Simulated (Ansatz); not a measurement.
ScB₂ (P6/mmm), PBEsol, DFPT electron-phonon coupling, linearised Boltzmann equation (Ansatz, a program for electronic structure): phonon-limited resistivity 8.57 μΩ·cm at 300 K along z (a = (3.13, 0.00, 0.00) Å; b = (-1.56, 2.71, 0.00) Å; c = (0.00, 0.00, 3.48) Å), 14.1 μΩ·cm at 400 K, current-weighted mean free path 14.3 nm, Drude plasma energy 5.38 eV.

### Question
What temperature coefficient of resistance follows, and how does it compare with 1/T?

### Answer
(ρ₄₀₀ − ρ₃₀₀)/(100 K × ρ₃₀₀) = 6.45×10⁻³ K⁻¹, against 1/T = 3.33×10⁻³ K⁻¹ for a resistivity proportional to T. It lies higher because phonons are still being populated at 300 K; impurities would add a constant and lower it.

### Question
What is the classical skin depth at 10 GHz (nonmagnetic, μ₀ = 1.257×10⁻⁶ H/m)?

### Answer
δ = √(ρ/(π f μ₀)) = 1470 nm.

### Question
Estimate the electronic thermal conductivity at 300 K by the Wiedemann-Franz law (L₀ = 2.44×10⁻⁸ W·Ω/K²).

### Answer
L₀T/ρ = 2.44×10⁻⁸ × 300/(8.57×10⁻⁸) = 85.4 W/(m·K). Inelastic scattering puts the true Lorenz number somewhat under L₀ near and below the Debye temperature.

A metal at this level (no band gap). Only scattering by harmonic phonons is included (no impurities, grain boundaries, electron-electron scattering or thermal expansion). Spin-orbit coupling is left out. Halving the electron mesh (32x32x24) moves the resistivity by up to 2 % at 300 K, the mean free path by up to 4 %. Smearing 0.20 eV; phonons on a 5x5x4 q mesh, which this run doesn't test.

Formula and space group known from diffraction (Crystallography Open Database), not checked to be the room-temperature form: ScB2 (P6/mmm).
